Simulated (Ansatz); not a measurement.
**Carrier properties of ZnSe under load (space group F-43m)**

Data:

```yaml
crystal:
  lattice:
    - [0.00000, 2.77539, 2.77539]
    - [2.77539, 0.00000, 2.77539]
    - [2.77539, 2.77539, 0.00000]
  atoms:
    - { symbol: Zn, position: [0.00000, 0.00000, 0.00000] }
    - { symbol: Se, position: [0.25000, 0.25000, 0.25000] }
```

These are PBE with spin-orbit coupling, rigid bands (plane waves, PAW; Ansatz, a program for electronic structure) values and carry that method's errors. Condition of this run: hydrostatic pressure of 3.2 GPa (compression positive) (the target of the relaxation). Geometry: cell and atoms relaxed with PBEsol, then loaded as said.

```
Item                                               Result
--------------------------------------------  -----------
band gap                                          1.42 eV
electron conductivity mass (300 K, dilute)       0.117 mₑ
hole conductivity mass (300 K, dilute)            0.63 mₑ
effective density of states N_c (300 K)       9.5e17 cm⁻³
effective density of states N_v (300 K)       2.5e19 cm⁻³
density-of-states mass, electrons                0.113 mₑ
density-of-states mass, holes                     0.99 mₑ
Seebeck coefficient, n-type 1e19 cm⁻³, 300 K     -73 μV/K
Seebeck coefficient, p-type 1e19 cm⁻³, 300 K     293 μV/K
```

Rigid bands; masses and Seebeck coefficients take one relaxation time τ for all states and one kind of carrier; polarons and phonon drag are left out. Geometry: cell and atoms relaxed with PBEsol.
